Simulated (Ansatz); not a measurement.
Density of states of KTaO₃ (Pm-3m) below the valence band maximum, r2SCAN with spin-orbit coupling, rigid bands in Ansatz (a first-principles code); cell volume 63.5 Å³.

(energy from edge (eV), 10⁻³ states/eV/cell): (0.006, 290); (0.031, 1410); (0.056, 2440); (0.081, 2450); (0.106, 2440); (0.131, 2440); (0.156, 2470); (0.181, 2460); (0.206, 2480); (0.231, 2490); (0.256, 2520); (0.281, 2520); (0.319, 2540); (0.344, 2570); (0.369, 2590); (0.394, 2600); (0.419, 2630); (0.444, 2660); (0.469, 2700); (0.494, 2730); (0.519, 2760); (0.544, 2800); (0.569, 2840); (0.594, 2940)

**Question.** What effective density of states at 300 K does this give (∫ g(E) exp(−E/k_BT) dE, both spins, divided by the cell's size)?

**Answer.** 4.3e20 cm⁻³, a density-of-states mass of 6.6 mₑ, valleys and band degeneracy included.

Geometry: cell and atoms relaxed with r2SCAN.
